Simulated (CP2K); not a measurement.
CP2K is run on LaS₂ (Pna2_1, 24 atoms in the cell), and the run fails. The aim is a self-consistent single point with DFT LDA (Pade form), GPW, DZVP-MOLOPT-SR-GTH basis, GTH-PADE potentials (GTH_POTENTIALS).

Cell that was meant: a = 8.1523 Å, b = 4.1476 Å, c = 16.3821 Å, α = 90.00°, β = 90.00°, γ = 90.00°.

Part of the input:

```
      EPS_DEFAULT 1E-10
    &END QS
    &MGRID
      CUTOFF 30
      REL_CUTOFF 60
      NGRIDS 5
    &END MGRID
```

Log, with long lists cut:

```
 SCF WAVEFUNCTION OPTIMIZATION

  Step     Update method      Time    Convergence         Total energy    Change
     1 NoMix/Diag. 0.30E+00      -     2.33154535      -421.2925448188 -4.21E+02
     2 Broy./Diag. 0.30E+00      -     1.33389852      -360.3731980116  6.09E+01
     3 Broy./Diag. 0.30E+00      -     2.25170174      -392.3858903480 -3.20E+01
     4 Broy./Diag. 0.30E+00      -     1.43897539      -431.2239969690 -3.88E+01
     5 Broy./Diag. 0.30E+00      -     0.55640298      -419.6268166422  1.16E+01
     6 Broy./Diag. 0.30E+00      -     0.46526046      -420.2608405721 -6.34E-01
   [... 90 lines left out ...]
    97 Broy./Diag. 0.30E+00      -     0.03640322      -423.2451147979 -2.77E-01
    98 Broy./Diag. 0.30E+00      -     0.02954189      -423.4440104441 -1.99E-01
    99 Broy./Diag. 0.30E+00      -     0.00113065      -422.9764031956  4.68E-01
   100 Broy./Diag. 0.30E+00      -     0.03197140      -422.9863941999 -9.99E-03
  Leaving inner SCF loop after reaching   100 steps.

  Overlap energy of the core charge distribution:               0.00000000070117
  Self energy of the core charge distribution:               -897.27988240599120
  Core Hamiltonian energy:                                    212.93889564744691
   [... lines left out ...]
  Total energy:                                              -422.98639419987160
   [... lines left out ...]
 * [ABORT]                                                                     *
 *  \___/     SCF run NOT converged. To continue the calculation regardless,   *
 *    |             please set the keyword IGNORE_CONVERGENCE_FAILURE.         *
 *  O/|                                                                        *
 * /| |                                                                        *
 * / \                                                            qs_scf.F:702 *
 *******************************************************************************

 ===== Routine Calling Stack =====

            4 scf_env_do_scf
            3 qs_energies
            2 qs_forces
            1 CP2K
Abort(1) on node 0 (rank 0 in comm 0): application called MPI_Abort(MPI_COMM_WORLD, 1) - process 0
```

Question: Diagnose the run.

Answer: The fault is a basis or grid far too coarse for these potentials. The error of an incomplete plane-wave basis or grid does not cancel at such settings. To fix it, restore the cutoff that the potentials need and check convergence. The run ended unconverged after 100 iterations.

An input that runs soundly differs in these lines (not the only fix; some lines may just follow from the change or write a value another way):
```diff
-      CUTOFF 30
+      CUTOFF 500
```

With that input, the run converged in 15 iterations: free energy E − TS -11410.3762 eV; top of the valence band (on the code's own zero) 7.33 eV; gap on the k-point mesh 0.30 eV; pressure -3.81 GPa; largest force (vector length) 0.116 eV/Å (DFT LDA (Pade form), GPW, DZVP-MOLOPT-SR-GTH basis, GTH-PADE potentials (GTH_POTENTIALS)).

On the sound input: the starting cell comes from a database of computed structures (which also holds hypothetical and non-ambient phases and stackings), without a prior relaxation at this level. Its lattice was rescaled by a random factor within 2.5 % of one. Values carry the incompleteness of an atom-centred basis. With a pressure of about -4 GPa the cell is away from its equilibrium volume at this level.
